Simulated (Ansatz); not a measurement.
**CdS: pressure 1.8 GPa**

Consider CdS in the wurtzite structure (space group P6_3mc, No. 186; a = 4.197 Å, c = 6.830 Å).

One thing is altered: cell and atoms relaxed at a pressure of 1.8 GPa.

Calculations: PBE (Ansatz, a quantum-chemistry and plane-wave program; PAW; 420 eV plane waves; no SOC), earlier PAW set. Settings: 9×9×5 k-points, 0.05 eV Fermi–Dirac smearing.

The volume per atom decreases by 0.80 Å³ (26.04 Å³ → 25.24 Å³) and the density grows by 0.146 g/cm³ to 4.75 g/cm³. The lattice parameter a shrinks by 0.0433 Å (4.197 Å → 4.153 Å) and the shortest interatomic distance decreases by 0.027 Å to 2.539 Å. The enthalpy H = E + PV relative to the base's energy comes out as +0.29 eV/atom and the band gap rises by 0.07 eV to 1.18 eV. The gap character stays direct at Γ and the mean gap deformation potential ΔEg/Δln V comes out as -2.4 eV. The width of the top valence band rises by 0.09 eV to 1.64 eV and the electron mass stays 0.12 mₑ along c, 0.13 mₑ across (at Γ). The valence-band top at Γ (three highest levels, from the VBM) stays 0.00, 0.00, -0.04 eV.

Final structure:

```
CELL_PARAMETERS angstrom
      4.15334     0.00000     0.00000
     -2.07667     3.59690     0.00000
      0.00000     0.00000     6.75902
ATOMIC_POSITIONS crystal
  Cd 0.33333 0.66667 0.99914
  Cd 0.66667 0.33333 0.49914
  S  0.33333 0.66667 0.37566
  S  0.66667 0.33333 0.87566
```

Load acts through the strain it causes; cell and atoms are relaxed under it. Masses are band curvatures over ±0.01 Å⁻¹ around the edge. Whether these cells are dynamically stable was not tested.
